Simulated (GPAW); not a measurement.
Band structure of KI (Fm-3m, 2 atoms in the cell).

```xyz
2
Lattice="0.0000 3.5350 3.5350 3.5350 0.0000 3.5350 3.5350 3.5350 0.0000" Properties=species:S:1:pos:R:3 pbc="T T T"
K      0.0000     0.0000     0.0000
I      3.5350     3.5350     3.5350
```

Computed with PBE, GPAW PAW datasets PBE (gpaw-data 1.0.1) (plane waves; GPAW).

Settings: mode = pw; ecut = 600 eV; xc = PBE; kpts = 4 4 4; mesh shift (steps) = 0 0 0; occupations.name = fermi-dirac; occupations.width = 0.05 eV; nbands = -4; convergence.density = 1e-05 e/electron; convergence.energy = 1e-05 eV/electron; convergence.bands = -2; symmetry.symmorphic = false; symmetry.tolerance = 0.0005; maxiter = 100.

The starting cell has typed, rounded lattice constants, without a prior relaxation at this level. Spin-orbit coupling is off.

Predict the gap along the standard path and the places of the band edges.

The gap along the path is 3.97 eV, direct at Γ to within 0.01 eV.

Levels in eV from the top of the valence band on the SCF mesh, bands 5 to 12:
```json
[
 {"point": "Γ", "5": "-10.47", "6": "0.00", "7": "0.00", "8": "0.00", "9": "3.97", "10": "6.51", "11": "6.51", "12": "6.51"},
 {"point": "X", "5": "-10.33", "6": "-0.99", "7": "-0.37", "8": "-0.37", "9": "4.95", "10": "5.77", "11": "8.09", "12": "8.68"},
 {"point": "W", "5": "-10.27", "6": "-0.72", "7": "-0.72", "8": "-0.59", "9": "6.48", "10": "6.48", "11": "6.64", "12": "8.18"},
 {"point": "K", "5": "-10.28", "6": "-0.85", "7": "-0.75", "8": "-0.38", "9": "5.62", "10": "6.64", "11": "7.62", "12": "8.27"},
 {"point": "L", "5": "-10.20", "6": "-1.31", "7": "-0.33", "8": "-0.33", "9": "5.53", "10": "7.71", "11": "8.16", "12": "8.16"},
 {"point": "U", "5": "-10.28", "6": "-0.85", "7": "-0.75", "8": "-0.38", "9": "5.62", "10": "6.64", "11": "7.62", "12": "8.27"}
]
```
